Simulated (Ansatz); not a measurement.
Start from ZnS in the wurtzite structure (space group P6_3mc, No. 186).

```xyz
4
Lattice="3.8453 0.0000 0.0000 -1.9226 3.3301 0.0000 0.0000 0.0000 6.3052" Properties=species:S:1:pos:R:3 pbc="T T T"
Zn     0.0000     2.2201     0.0014
Zn     1.9226     1.1100     3.1540
S      0.0000     2.2201     2.3630
S      1.9226     1.1100     5.5156
```

Level of theory: PBE in Ansatz (plane waves to 420 eV, PAW, no spin-orbit coupling).

Base values:

| Property | Value |
|---|---|
| Electron mass | 0.16 mₑ along c, 0.18 mₑ across (at Γ) |

Modification: every lattice vector is stretched by 3.00 %; the atoms relax in the strained cell.

Question: Estimate the effect on the mean gap deformation potential ΔEg/Δln V, electron mass and energy relative to the base.

Answer: The mean gap deformation potential ΔEg/Δln V is -4.3 eV; the electron mass changes from 0.16 mₑ along c, 0.18 mₑ across (at Γ) to 0.14 mₑ along c, 0.16 mₑ across (at Γ); the energy goes up by 32 meV/atom.

Effective masses come from finite differences of ±0.01 Å⁻¹. Stability against distortions was not tested.

Ansatz is a first-principles code.
